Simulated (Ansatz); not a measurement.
The starting structures come from a database of crystals and need not be the phases stable at ambient conditions.

 Where the default PAW files enter, the runs use the earlier of Ansatz's two default sets.

Tunnelling through a barrier is set by its complex band structure: the current falls as exp(−2κd) with the smallest κ.

```
CsNbN2
1.0
    6.33732     0.00000     0.00000
    0.00000     6.33732     0.00000
    3.16866    -3.16866     4.48116
Cs Nb N
2 2 4
Direct
  0.75000   0.75000   0.50000
  0.00000   0.00000   0.00000
  0.25000   0.25000   0.50000
  0.50000   0.50000   0.00000
  0.37500   0.87500   0.25000
  0.87500   0.37500   0.75000
  0.37500   0.37500   0.25000
  0.37500   0.37500   0.75000
```

Space group of this cell: Fd-3m. The cell is taken as given; by PBEsol its mean pressure is -3.2 GPa.

Transport runs along the normal of the first two printed cell vectors, the (001) plane of the conventional cell.

The gap is the functional's own. No spin-orbit coupling. Mid-gap values are interpolated on the energy grid.

Problem. Give the band gap and the smallest decay constant κ at mid-gap that PBEsol in Ansatz (a first-principles code) yields.

Solution. Gap 1.59 eV on a 8×8×8 mesh; κ = 0.153 1/Å, at the zone centre.
